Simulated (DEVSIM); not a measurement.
Structure: TaN/La2O3/p-Ge capacitor, at 300 K.

| layer (left to right) | material | thickness (nm) | Na (cm⁻³) |
|---|---|---|---|
| 1 | La2O3 | 14.0 | - |
| 2 | Ge | 1000 | 3.4e17 |

Metal gate on the left, work function 4.4 eV. Fixed charge at the semiconductor interface -8.1e10 cm⁻² (in units of +e); no interface traps.

This is a model device: material constants are rounded textbook-type values typed into the input, and sizes, dopings and lifetimes were drawn at random. Values at 300 K; Nc and Nv go as T^1.5, mobilities as T to minus their exponent, the gap by Varshni's rule with the affinity fixed.

| parameter | La2O3 | Ge |
|---|---|---|
| gap (eV) | 5.8 | 0.664 |
| affinity (eV) | 1.8 | 4 |
| permittivity | 27 | 16 |
| Nc (cm⁻³) | - | 1.04e19 |
| Nv (cm⁻³) | - | 6e18 |
| Varshni α (eV/K) | - | 0.000477 |
| Varshni β (K) | - | 235 |

DEVSIM, 1D Poisson equation in equilibrium, Boltzmann statistics, complete ionisation; no quantum confinement or tunnelling. Metal contacts follow the ideal Schottky-Mott rule: no Fermi-level pinning, no interface dipoles.

Base results: flat-band voltage (V) -0.18; minimum of the low-frequency capacitance (μF/cm²) 0.276; threshold voltage (band bending 2φF) (V) 0.48.

Q: What follows from this one change: gate work function 4.4 → 4.55 eV?

A: flat-band voltage -0.18 → -0.03 V; minimum of the low-frequency capacitance little changed (0.276 μF/cm²); threshold voltage (band bending 2φF) 0.48 → 0.63 V.

Q: What follows from this one change: temperature 300 → 500 K?

A: flat-band voltage -0.18 → -0.02 V; minimum of the low-frequency capacitance 0.276 → 0.454 μF/cm²; threshold voltage (band bending 2φF) 0.48 → 0.34 V.

Q: What follows from this one change: fixed charge -8.1e+10 → 1.284e+12 cm^-2?

A: flat-band voltage -0.18 → -0.31 V; minimum of the low-frequency capacitance little changed (0.274 μF/cm²); threshold voltage (band bending 2φF) 0.48 → 0.35 V.
